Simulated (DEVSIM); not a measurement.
Structure: illuminated Si n-on-p cell, one wavelength, at 300 K.

Layer 1 from the left is Si, thickness (μm) 0.0840, Nd (cm⁻³) 1.5e18, τn (s) 4.6e-8, τp (s) 6.8e-9, absorption coefficient (cm⁻¹) 220. Layer 2 from the left is Si, thickness (μm) 49.0, Na (cm⁻³) 3e16, τn (s) 2e-7, τp (s) 2e-7, absorption coefficient (cm⁻¹) 220.

Left contact: ohmic, minority hole recombination velocity 2e5 cm/s. Right contact: ohmic, minority electron recombination velocity 3000 cm/s. Voltage is applied to the left contact. Recombination: SRH at mid-gap, radiative, Auger. Light enters at the left, 1.6e18 photons cm⁻² s⁻¹, one pass, no reflection. Mobility is μmin + (μ − μmin)/(1 + (N/Nref)^α).

This is a model device: material constants are rounded textbook-type values typed into the input, and sizes, dopings and lifetimes were drawn at random. Values at 300 K.

Si: gap (eV) 1.124, affinity (eV) 4.05, permittivity 11.7, Nc (cm⁻³) 2.86e19, Nv (cm⁻³) 3.1e19, μn (cm²/Vs) 1417, μp (cm²/Vs) 470, μn,min 52, μp,min 45, Nref,n 9.7e16, Nref,p 2.2e17, αn 0.68, αp 0.72, B (cm³/s) 4.7e-15, Cn (cm⁶/s) 2.8e-31, Cp (cm⁶/s) 9.9e-32.

Simulated with DEVSIM: 1D drift-diffusion, Boltzmann statistics, complete ionisation; no tunnelling, impact ionisation, image-force lowering or self-heating.

Dark forward current:

| |V| (V) | |J| (A/cm²) |
|---|---|
| 0.05 | 1.167e-8 |
| 0.10 | 4.149e-8 |
| 0.15 | 1.239e-7 |
| 0.20 | 3.619e-7 |
| 0.25 | 1.094e-6 |
| 0.30 | 3.629e-6 |
| 0.35 | 1.411e-5 |
| 0.40 | 6.685e-5 |
| 0.45 | 0.0003755 |
| 0.50 | 0.002348 |
| 0.55 | 0.01551 |
| 0.60 | 0.1044 |
| 0.65 | 0.6859 |
| 0.70 | 3.802 |
| 0.75 | 14.20 |
| 0.80 | 37.53 |
| 0.85 | 84.50 |
| 0.90 | 175.2 |
| 0.95 | 333.4 |
| 1.00 | 579.7 |
| 1.05 | 928.8 |
| 1.10 | 1391 |
| 1.15 | 1974 |
| 1.20 | 2683 |

### Question
Work out the local ideality factor n = ΔV / (kT/q · ln(J2/J1)) between the rows 0.15 and 0.20 V, 0.55 and 0.60 V, 1.15 and 1.20 V.

### Answer
kT/q = 25.85 mV. From 0.15 to 0.20 V: ln(3.619e-7/1.239e-7) = 1.072, n = 1.80. From 0.55 to 0.60 V: ln(0.1044/0.01551) = 1.907, n = 1.01, near the 1 of diffusion or emission over a barrier. From 1.15 to 1.20 V: ln(2683/1974) = 0.307, n = 6.30.

### Question
What current could the absorbed light give at most, and what share is collected?

### Answer
Σ αd = 1.08, so qΦ(1 − exp(−Σ αd)) = 169 mA/cm². The simulated short-circuit current is 86.15 mA/cm², a share of 0.51.

### Question
Estimate the open-circuit voltage by superposition: the voltage at which the dark current equals that short-circuit current.

### Answer
Interpolating ln J in the table gives 0.595 V. The simulation gives 0.595 V, the same within the digits that matter. Superposition holds where collection doesn't change with voltage.

### Question
Estimate the fill factor from FF0 = (v − ln(v + 0.72))/(v + 1), v = qVoc/(nkT), with n from the dark curve.

### Answer
The rows about Voc, 0.55 and 0.60 V, give n = 1.01, so v = 22.7 and FF0 = 0.825. The simulation gives 0.823, the same within the digits that matter.
